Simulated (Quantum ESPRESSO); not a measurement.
A relaxation of the atoms of CoAl (P4mm, 2 atoms in the cell) with Quantum ESPRESSO.

Computed with PBEsol, PseudoDojo standard norm-conserving (PBESOL) pseudopotentials (plane waves; Quantum ESPRESSO).

The input file:

```fortran
&control
 calculation = 'relax'
 prefix = 'coal'
 outdir = './out'
 pseudo_dir = './'
 verbosity = 'high'
 forc_conv_thr = 7.8e-03
/
&system
 ibrav = 6
 A = 2.8514200000
 C = 2.8514200000
 nat = 2
 ntyp = 2
 ecutwfc = 100
 occupations = 'smearing'
 smearing = 'gaussian'
 degauss = 0.0073499
/
&electrons
 conv_thr = 1.0e-11
 mixing_beta = 0.7
/
&ions
/
ATOMIC_SPECIES
Al    26.9815  Al.upf
Co    58.9332  Co.upf
ATOMIC_POSITIONS crystal
Al    0.5000000000    0.5000000000    0.5526050000
Co    0.0000000000    0.0000000000    0.0000000000
K_POINTS automatic
10 10 10  0 0 0
```

Log, with long lists cut:

```
     Self-consistent Calculation

     iteration #  1     ecut=   100.00 Ry     beta= 0.70

---- Real-time Memory Report at c_bands before calling an iterative solver
           123 MiB given to the printing process from OS
            92 MiB allocation reported by mallinfo(arena+hblkhd)
------------------

     Threshold (ethr) on eigenvalues was too large:
     Diagonalizing with lowered threshold

---- Real-time Memory Report at c_bands before calling an iterative solver
           125 MiB given to the printing process from OS
            93 MiB allocation reported by mallinfo(arena+hblkhd)
------------------

   [... lines left out ...]

---- Real-time Memory Report at c_bands before calling an iterative solver
           135 MiB given to the printing process from OS
           104 MiB allocation reported by mallinfo(arena+hblkhd)
------------------

     total energy              =    -310.38118257 Ry
     estimated scf accuracy    <          4.0E-10 Ry

     iteration # 11     ecut=   100.00 Ry     beta= 0.70

---- Real-time Memory Report at c_bands before calling an iterative solver
           135 MiB given to the printing process from OS
           104 MiB allocation reported by mallinfo(arena+hblkhd)
------------------
     End of self-consistent calculation

     the Fermi energy is    14.5014 ev

!    total energy              =    -310.38118257 Ry
     estimated scf accuracy    <          2.5E-13 Ry
     smearing contrib. (-TS)   =      -0.00026219 Ry
     internal energy E=F+TS    =    -310.38092038 Ry

     convergence has been achieved in  11 iterations

     Forces acting on atoms (cartesian axes, Ry/au):

     atom    1 type  1   force =     0.00000000    0.00000000   -0.04148838
     atom    2 type  2   force =     0.00000000    0.00000000    0.04148838

     Total force =     0.058673     Total SCF correction =     0.000002

     BFGS Geometry Optimization
     Energy error            =      3.4E-03 Ry
     Gradient error          =      4.1E-02 Ry/Bohr

     number of scf cycles    =   1
     number of bfgs steps    =   0

   [... lines left out ...]
     the Fermi energy is    14.5126 ev
!    total energy              =    -310.38706263 Ry
     Total force =     0.000004     Total SCF correction =     0.000000
     the Fermi energy is    14.5126 ev
!    total energy              =    -310.38706263 Ry
     Total force =     0.000003     Total SCF correction =     0.000000
     bfgs converged in   5 scf cycles and   4 bfgs steps
   [... lines left out ...]
     (criteria: energy <  1.0E-04 Ry, force <  7.8E-03 Ry/Bohr)

     End of BFGS Geometry Optimization

     Final energy             =    -310.3870626343 Ry

     File ./out/coal.bfgs deleted, as requested
Begin final coordinates

ATOMIC_POSITIONS (crystal)
Al               0.5000000000        0.5000000000        0.5263037054
Co               0.0000000000        0.0000000000        0.0263012946
End final coordinates

   JOB DONE.
```

The run converged.  The full log also holds: “SCF correction compared to forces is large: reduce conv_thr to get better values”.

Summary of the result:
```
Item                                          Value
------------------------------------  -------------
Free energy E − TS                    -4223.0311 eV
Fermi level (on the code's own zero)       14.51 eV
Relaxation steps                                  4
```

The starting cell has typed, rounded lattice constants, without a prior relaxation at this level. Its lattice was rescaled by up to half a per cent. For this run, on top of that: one atom moved by 0.15 angstrom. Spin polarisation is off. The relaxation keeps the symmetry of its start, so its end need not be a minimum.

Cost on one core of a shared machine: roughly 3 min.
